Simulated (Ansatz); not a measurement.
```
CELL_PARAMETERS angstrom
     11.00000     0.00000     0.00000
      0.00000    11.00000     0.00000
      0.00000     0.00000     4.50562
ATOMIC_POSITIONS crystal
  Rb 0.50000 0.50000 0.00000
```

All values below come from PBE (plane waves to 420 eV, PAW; Ansatz, a program for electronic structure). Mesh 1×1×70. No spin polarisation. One-dimensional cell, images about 11 Å apart. A hypothetical model. Symmetry and one short period hold its shape; lower forms weren't sought. Pairing along the axis, which can open a gap, is among the distortions not tried. Buckling under compression is shut out by symmetry and the short period.

Task: Give the properties of this body.

Result: 
| Quantity | Value |
|---|---|
| PBE gap | none (under 0.01 eV) |
| crossings of the Fermi level between Γ and the zone edge (49 points) | 1, each for both spins (ideal conductance 1 × 2e²/h) |
| work function (PBE) | 2.43 eV |
| axial stiffness dF/dε | 2.1 nN |
